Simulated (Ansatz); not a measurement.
Input and output of a self-consistent single point for the (001) slab of CsLiBr2 (cut from a parent of space group no. 129; 8 atoms in the cell) (Ansatz, a program for electronic structure).

Method: LDA (PW92), default PAW files made with PBE (plane waves; Ansatz).

```
CELL_PARAMETERS angstrom
      5.20715     0.00000     0.00000
      0.00000     5.20715     0.00000
      0.00000     0.00000    20.66809
ATOMIC_POSITIONS crystal
  Cs 0.00000 0.50000 0.64487
  Cs 0.50000 0.00000 0.35513
  Li 0.50000 0.00000 0.53983
  Li 0.00000 0.50000 0.46017
  Br 0.00000 0.50000 0.33869
  Br 0.50000 0.00000 0.66131
  Br 0.00000 0.00000 0.50000
  Br 0.50000 0.50000 0.50000
```

Reference input (self-consistent single point, DFT, LDA (PW92), plane waves, default PAW files made with PBE): basis.ecutwfc = 30.9 Ry; kpoints.mp_grid.grid = 5 5 1; hamiltonian.xc = lda; hamiltonian.pseudopotentials = {kind: paw} (the program's default PAW files); scf.occupations.method = fermi_dirac; scf.occupations.width = 0.0037 Ry. This run's input differs from it in these lines:

Ansatz 0.2 input:
```diff
@@ -15,3 +15,3 @@
 basis:
-  ecutwfc: 30.9 Ry
+  ecutwfc: 15.4 Ry
 kpoints:
```

Log, with long lists cut:

```
SCF iter   1: F=—  HF=-22198.037630 eV  |F-HF|=—  |Δ(HF+E_count)|=         —  Δρ=3.51e-3  dr2=3.61e-2  ethr=1.77e-3  ⟨swp⟩=10.5  Hψ=1258  notcnv=0
all-band conjugate gradients solve this SCF's bands
preconditioner: auto → Resta (q_TF=auto, 1.836 Å⁻¹)
SCF iter   2: F=—  HF=-22198.013601 eV  |F-HF|=—  |Δ(HF+E_count)|=   2.40e-2  Δρ=1.67e-3  dr2=7.80e-3  ethr=6.95e-5  ⟨swp⟩=2.0  Hψ=445  notcnv=0  defer=10
   [... lines left out ...]
SCF iter   4: F=—  HF=-22198.010364 eV  |F-HF|=—  |Δ(HF+E_count)|=   1.34e-4  Δρ=8.60e-5  dr2=3.63e-5  ethr=1.21e-6  ⟨swp⟩=2.0  Hψ=312  notcnv=0  defer=10
SCF iter   5: F=—  HF=-22198.010376 eV  |F-HF|=—  |Δ(HF+E_count)|=   1.20e-5  Δρ=3.04e-5  dr2=6.18e-6  ethr=6.97e-8  ⟨swp⟩=2.3  Hψ=287  notcnv=0  defer=11
SCF iter   6: F=—  HF=-22198.010377 eV  |F-HF|=—  |Δ(HF+E_count)|=   5.90e-7  Δρ=7.92e-6  dr2=9.77e-7  ethr=1.19e-8  ⟨swp⟩=2.2  Hψ=297  notcnv=0  defer=11
SCF iter   7: F=-22198.010377 eV  HF=-22198.010377 eV  |F-HF|=3.26e-8  |Δ(HF+E_count)|=   1.20e-7  Δρ=1.97e-6  dr2=5.88e-8  ethr=1.92e-10  ⟨swp⟩=18.5  Hψ=1176  notcnv=0
SCF 1 converged in 7 iterations: F = -22198.010377 eV  dr2 = 5.88e-8
Free energy (F): -22198.010377 eV
Internal energy: -22198.010377 eV  (E = F + TS)
E sigma→0 (E₀):  -22198.010377 eV
Fermi energy:    -0.192107 eV
--- Forces (eV/Å), atoms counted from 1 ---
  atom   1  Cs    -0.00000000     0.00000000    -0.13941474
  atom   2  Cs    -0.00000000     0.00000000     0.13941474
  atom   3  Li     0.00000000     0.00000000     0.11558406
  atom   4  Li     0.00000000     0.00000000    -0.11558406
  atom   5  Br     0.00000000     0.00000000     0.23269553
  atom   6  Br     0.00000000     0.00000000    -0.23269553
  atom   7  Br     0.00000000     0.00000000     0.00000000
  atom   8  Br     0.00000000     0.00000000     0.00000000
--- Stress (GPa, compression-positive) ---
       -1.159863       0.000000       0.000000
        0.000000      -1.159863       0.000000
        0.000000       0.000000      -0.643143
  P = ⅓ Tr σ = -0.9876 GPa (-9.876 kbar)
  The stress holds the Pulay correction. Without it, at fixed plane waves, as pw.x and ABINIT print it: P = -5.1625 GPa
```

The run converged in 7 iterations. Against the reference run the free energy goes up by 433 meV/atom, the largest force goes from 0.244 to 0.233 eV/Å and the gap on the mesh goes from 4.102 to 4.211 eV.

The starting cell comes from a database of computed structures (which also holds hypothetical and non-ambient phases and stackings), without a prior relaxation at this level. The slab is cut from that crystal, and its faces are unrelaxed. Its lattice was rescaled by up to half a per cent. Spin polarisation is off, though cut faces can carry moments; a gap of a slab can lie between surface states. The cutoff lies below the one recommended for these files.
